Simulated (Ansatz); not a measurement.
Where the default PAW files enter, the runs use the earlier of Ansatz's two default sets.

```
ZrO2
1.0
    5.15399     0.00000     0.00000
    0.00000     5.22811     0.00000
    0.87387     0.00000     5.25757
Zr O
4 8
Direct
  0.27631   0.04215   0.79040
  0.72369   0.95785   0.20960
  0.72369   0.54215   0.70960
  0.27631   0.45785   0.29040
  0.93079   0.83371   0.84383
  0.06921   0.16629   0.15617
  0.06921   0.33371   0.65617
  0.93079   0.66629   0.34383
  0.44930   0.74258   0.02140
  0.55070   0.25742   0.97860
  0.55070   0.24258   0.47860
  0.44930   0.75742   0.52140
```

Space group of this cell: P2_1/c. The cell is taken as given.

The current runs along the normal of the first two printed vectors. All runs by Ansatz (a program for electronic structure), plane waves and PAW, without spin-orbit coupling; the base is r2SCAN.

```tsv
run	mean pressure (GPa)	gap (eV)	mid-gap κ (1/Å)
base	-0.2	4.14	0.466
all lengths scaled by 0.98	16.3	…	…
all lengths scaled by 1.02	-12.8	3.91	0.455
lda in place of r2scan	-8.4	3.54	0.439
lengths across the current scaled by 0.98, ions clamped	10.7	…	…
lengths across the current scaled by 1.02, ions clamped	-9.1	3.94	0.452
lengths along the current scaled by 0.97, ions clamped	7.3	…	…
lengths along the current scaled by 1.03, ions clamped	-6.5	4.08	0.470
pbesol in place of r2scan	-3.2	3.58	0.439
```

Task: Fill in the missing entries.

Result: 
- all lengths scaled by 0.98, gap (eV): 4.39
- all lengths scaled by 0.98, mid-gap κ (1/Å): 0.478
- lengths across the current scaled by 0.98, ions clamped, gap (eV): 4.34
- lengths across the current scaled by 0.98, ions clamped, mid-gap κ (1/Å): 0.482
- lengths along the current scaled by 0.97, ions clamped, gap (eV): 4.20
- lengths along the current scaled by 0.97, ions clamped, mid-gap κ (1/Å): 0.461
